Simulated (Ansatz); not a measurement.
Take C in the diamond structure (space group Fd-3m, No. 227; a = 3.572 Å) as the base.

(Cell as relaxed with PBE.)

Levels (all Ansatz, a first-principles code, PAW, earlier PAW set): PBE (420 eV, without spin-orbit coupling); r2SCAN (500 eV, no SOC).

Each level relaxes its own structure.

```tsv
base	PBE	r2SCAN
volume per atom	5.70 Å³	5.64 Å³
lattice parameter a	3.572 Å	3.560 Å
band gap	4.13 eV	4.36 eV
```

One thing is altered: electrons 7.0×10^21 cm⁻³, on a uniform background at fixed cell.

```tsv
quantity	PBE	r2SCAN
gap between the host's bands	4.08 eV	4.32 eV
shift of the gap caused by the change	-0.04 eV	-0.04 eV
Fermi level relative to the doped band's edge (positive inside the band; to 0.05 eV)	+0.70 eV	+0.75 eV
gap character	indirect, Γ → a point along ⟨100⟩, about 1.3 Å⁻¹ from Γ	indirect, Γ → a point along ⟨100⟩, about 1.3 Å⁻¹ from Γ
```

PBE's gap between the host's bands lies 0.24 eV below r2SCAN's; the two agree on the shift of the gap caused by the change and gap character. Neither level is exact; r2SCAN is the comparison here, not a measurement.

Carriers are added with a uniform compensating background; total energy and stress of such cells depend on the potential's zero and are not compared; many-body gap narrowing is missing at this level. Stability against distortions was not tested.
